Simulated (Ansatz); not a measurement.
AlPO4 (I-4, No. 82; cell taken from a computed entry) was calculated with LDA (plane waves, PAW; Ansatz, a quantum-chemistry and plane-wave program).

Settings: plane-wave cutoff 520 eV, 10×10×10 k mesh, scalar-relativistic PAW data made under PBE.

Computed at the level's own relaxed cell.

Elastic tensor (GPa, Voigt notation, ions relaxed):

```
   62.1   -27.9    12.1     0.0     0.0    -2.8
  -27.9    62.1    12.1     0.0     0.0     2.8
   12.1    12.1    59.4     0.0     0.0     0.0
    0.0     0.0     0.0    14.1     0.0     0.0
    0.0     0.0     0.0     0.0    14.1     0.0
   -2.8     2.8     0.0     0.0     0.0    21.6
```

### Question
Work out the Voigt, Reuss and Hill averages of the bulk and shear moduli, Young's modulus and Poisson's ratio from the printed constants.

### Answer
K_V = [C11 + C22 + C33 + 2(C12 + C13 + C23)]/9 = [183.6 + 2 × -3.7]/9 = 19.6 GPa. G_V = [183.6 − -3.7 + 3 × 49.8]/15 = 22.4 GPa. From the compliances S = C⁻¹, K_R = 16.6 and G_R = 18.0 GPa. Hill means: K = 18.1, G = 20.2 GPa. E = 9KG/(3K + G) = 44 GPa, ν = (3K − 2G)/(6K + 2G) = 0.09, K/G = 0.90.

Note: the relaxation could not lower the start's symmetry, so the cell can be a saddle point above a distorted one.

Computed values are for the static lattice.
